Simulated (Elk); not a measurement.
Band structure of HgS (F-43m, 2 atoms in the cell).

```
HgS
1.0
    0.00000     2.92363     2.92363
    2.92363     0.00000     2.92363
    2.92363     2.92363     0.00000
Hg S
1 1
Cartesian
  0.00000   0.00000   0.00000
  1.46182   1.46182   1.46182
```

Method: PBE, all-electron FP-LAPW, Elk's shipped species files, APW+lo basis with extra local orbitals (Elk).

Settings: xctype = 20; rgkmax = 7.5; swidth = 0.00183747 Ha; ngridk = 13 13 13; gmaxvr = 16 1/bohr; nxlo = 2; lorbcnd = true; rmtscf = 0.9; lmaxi = 3; maxscl = 100.

The starting cell comes from a database of computed structures (which also holds hypothetical and non-ambient phases and stackings), without a prior relaxation at this level. Its lattice was rescaled by a random factor within 2.5 % of one. Spin-orbit coupling is off. Values depend on the basis (sphere radii, cutoffs, local orbitals), which need not be converged. The run gives no clean gap (levels at the Fermi energy touch, overlap or are partly filled at this smearing), which alone does not show that the compound is a metal.

Levels in eV from the Fermi level, bands 9 to 16:
| point | 9 | 10 | 11 | 12 | 13 | 14 | 15 | 16 |
|---|---|---|---|---|---|---|---|---|
| Γ | -6.32 | -0.61 | -0.12 | -0.12 | -0.12 | 5.84 | 5.84 | 5.84 |
| X | -5.89 | -5.02 | -2.48 | -2.48 | 3.09 | 3.28 | 8.38 | 10.10 |
| W | -5.53 | -5.32 | -2.98 | -2.46 | 3.69 | 5.17 | 6.60 | 7.75 |
| K | -5.68 | -5.27 | -3.02 | -2.03 | 3.19 | 4.57 | 8.00 | 8.35 |
| L | -5.91 | -5.69 | -1.11 | -1.11 | 1.45 | 6.59 | 6.59 | 6.80 |
| U | -5.68 | -5.27 | -3.02 | -2.03 | 3.19 | 4.57 | 8.00 | 8.35 |

Bands cross the Fermi level along this path, so the cell is metallic at this level.
